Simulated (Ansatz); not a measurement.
Adsorption energy and surface dipole of H on the 1x1 (100) surface of fcc Cu, one in a 2x2 cell, started at the site 'bridge Cu-Cu (span 2.6 Å)', worked from the runs' numbers; total energies count from the potentials' own zero.

Calculation: RPBE, at the PBE geometry (plane waves to 420 eV, PAW; Ansatz, a quantum-chemistry and plane-wave program).

Model: 17-atom slab, 5.3 Å thick at the start under the adsorbate (thin: gaps and levels are the slab's own), 6x6x1 mesh, Fermi-Dirac 0.1 eV, dipole correction, single point; on the structure that PBE left under its start's symmetry; no spin, no spin-orbit, no U, no dispersion correction. At the end it is bonded to 2 Cu. In PBE this state lies 0.07 eV over the lowest of the starts that converged ('hollow Cu-Cu-Cu-Cu over Cu at depth 1.8 Å').

```
quantity                                                             value
----------------------------------------------------------  --------------
slab with the adsorbate                                     -106097.547 eV
clean slab, same cell and mesh                              -106081.565 eV
reference, ½ H2(g)                                              -16.036 eV
area of the cell                                                  26.35 Å²
change of the step from the bottom to the top vacuum level        0.241 eV
```

### Question
What is the adsorption energy against this reference?

### Answer
E(slab + adsorbate) − E(slab) − E(reference) = 0.05 eV, so in this state the adsorbate is less stable than in the reference, at a coverage of 3.79 a nm².

### Question
What dipole does adsorption add to the slab along the outward normal (Helmholtz relation, ε₀ = 0.005526 e/(V·Å))?

### Answer
p = −ε₀·A·ΔV = -0.035 e·Å = -0.17 D; its negative end points to the vacuum, which raises the vacuum level.
